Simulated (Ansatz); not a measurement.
GaAs (model structure, within 0.1 Å of P6₄22, No. 181, 6 atoms in the cell), treated with r²SCAN (PAW; Ansatz, a quantum-chemistry and plane-wave program).

Settings: plane-wave cutoff 560 eV, 18×18×6 k mesh (along the axes of the cell as run), Fermi–Dirac smearing 0.05 eV, scalar-relativistic PAW data made under PBE.

Cell (relaxed at this level):

```yaml
crystal:
  lattice:
    - [4.02375, 0.00000, 0.00000]
    - [-2.01188, 3.48467, 0.00000]
    - [0.00000, 0.00000, 8.85911]
  atoms:
    - { symbol: Ga, position: [0.00000, 0.49979, 0.66667] }
    - { symbol: Ga, position: [0.50021, 0.50021, 0.00000] }
    - { symbol: Ga, position: [0.49979, 0.00000, 0.33333] }
    - { symbol: As, position: [0.00000, 0.49990, 0.16667] }
    - { symbol: As, position: [0.50010, 0.50010, 0.50000] }
    - { symbol: As, position: [0.49990, 0.00000, 0.83333] }
```

**Question.** Estimate the band gap, smallest direct gap on the k points sampled and direct gap at Γ that the calculation returns.

**Answer.** 
* **band gap**: 0.03 eV (under three smearing widths, so not firm)
* **smallest direct gap on the k points sampled**: 0.25 eV
* **direct gap at Γ**: 0.27 eV

Spin–orbit coupling is not included; it can close the smallest gap of 0.03 eV.

Static lattice: no zero-point or thermal effects.

The result took very roughly 4 core-minutes.

A model structure was made by putting elements into a prototype or built by hand; it is no filed structure, need not be a known phase, and can be a saddle point held by its symmetry.
